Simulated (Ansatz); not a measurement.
Checking a run of Ansatz (a program for electronic structure) on Ni₃Se (P6_3/mmc, 8 atoms in the cell). The aim is a self-consistent single point with DFT, LDA (PW92), plane waves, PAW files made with PBE.

Cell that was meant: a = 5.1525 Å, b = 5.1525 Å, c = 4.1834 Å, α = 90.00°, β = 90.00°, γ = 120.00°.

Part of the input:

Ansatz 0.2 input:
```yaml
    - { symbol: Ni, position_ang: [-1.307975, 3.729986, 1.045860], spin: 2.0 }
    - { symbol: Se, position_ang: [2.576278, 1.487412, 1.045860] }
    - { symbol: Se, position_ang: [-0.000003, 2.974827, 3.137580] }
basis:
  ecutwfc: 60
kpoints:
  mp_grid: { grid: [5, 5, 6] }
hamiltonian:
```

Output (repeated stretches shortened):

```
   [... lines left out ...]
PAW frozen core: Se, regenerated for the run's functional, and the local potential with it
Initial density: superposition of atomic densities (chi_scale 0.1, normalization cell, long waves kept (reshape's long-wave potential 0.01 eV rms))
Starting moments: Σ|m| = 12 μB on 6 of 8 sites
Initial wavefunctions: pseudopotential atomic-orbital guess
Eigensolver: davidson
Functional: x = slater, c = lda
SCF iter   1: F=—  HF=-41799.110632 eV  |F-HF|=—  |Δ(HF+E_count)|=         —  Δρ=1.91e0 (↑1.91e0 ↓1.51e0)  dr2=6.54e3  dr2_m=4.81e1  M=0.162 μB ∫|m|=0.181 μB  β_m=0.30  ethr=3.10e-3  ⟨swp⟩=1.0  Hψ=4074  notcnv=0
Mixer restart at iter 1: flushing history
all-band conjugate gradients solve this SCF's bands
preconditioner: auto → none
   [... lines left out ...]
SCF iter  13: F=—  HF=-35514.218453 eV  |F-HF|=—  |Δ(HF+E_count)|=   6.75e-7  Δρ=8.58e-7 (↑8.58e-7 ↓8.56e-7)  dr2=2.60e-9  dr2_m=3.76e-14  M=0.000 μB ∫|m|=0.000 μB  β_m=0.88  ethr=9.03e-11  ⟨swp⟩=2.0  Hψ=4890  notcnv=0  defer=26
SCF iter  14: F=-35514.218453 eV  HF=-35514.218453 eV  |F-HF|=3.64e-11  |Δ(HF+E_count)|=   1.11e-8  Δρ=8.76e-8 (↑8.76e-8 ↓8.67e-8)  dr2=3.69e-11  dr2_m=3.37e-15  M=-0.000 μB ∫|m|=0.000 μB  ethr=1.86e-12  ⟨swp⟩=3.7  Hψ=11193  notcnv=0
SCF 1 converged in 14 iterations: F = -35514.218453 eV  dr2 = 3.69e-11
the search or the solves at the SCF's close seem to have found levels that the self-consistency loop had missed (the run counts 2) …
   [... lines left out ...]
WARN: the starting moments were not kept: the SCF closed with an absolute magnetisation of 2.0e-8 μB, where they sum to 12 μB in size (6 sites) …
Absolute magnetization: 0.0000 μB (∫|ρ↑−ρ↓|, with the PAW one-centre terms)
Free energy (F): -35514.218453 eV
Fermi energy:    44.842989 eV
   [... lines left out ...]
--- Stress (GPa, compression-positive) ---
   -15552.941265       0.000000       0.000000
        0.000000  -15552.941265       0.000000
        0.000000       0.000000  -15588.393681
  P = ⅓ Tr σ = -15564.7587 GPa (-155647.587 kbar)
  The stress holds no Pulay correction (an occupied level lies too near the plane-wave cutoff): it is that at fixed plane waves, as pw.x and ABINIT print it
```

### Question
Is anything amiss in this input, and did it matter?

### Answer
The run is not sound. The fault is this: a cutoff meant in Ry typed as a bare number, read as eV. A bare number is read in the key's own unit, and eV, Ry (13.6 eV) and Ha (27.2 eV) lie far apart, so the setting ends up far from the one that was meant. To fix it, convert the value to the unit that the key expects. The run converged in 14 iterations without an error; against the sound input the free energy rises by 1240 eV/atom, the pressure goes from -11.60 to -15560 GPa and the largest force goes from 0.109 to 11.54 eV/Å.

The sound input it was made from differs as follows (other fixes are possible):
```diff
-basis:
-  ecutwfc: 60
```

With that input, the run converged in 15 iterations: free energy E − TS (on the zero of these files) -45406.1891 eV; Fermi level (on the code's own zero) 17.24 eV; pressure -11.60 GPa; largest force (vector length) 0.109 eV/Å; size of the cell's spin moment 0.00 μB (DFT, LDA (PW92), plane waves, PAW files made with PBE).

On the sound input: the starting cell comes from a database of computed structures (which also holds hypothetical and non-ambient phases and stackings), without a prior relaxation at this level. The starting moments vanished: the run ended non-magnetic, which need not be the lowest state. The program warned that a starting moment was not kept. With a pressure of about -12 GPa the cell is away from its equilibrium volume at this level. Ansatz's pressure includes its estimate of the finite-basis (Pulay) stress.
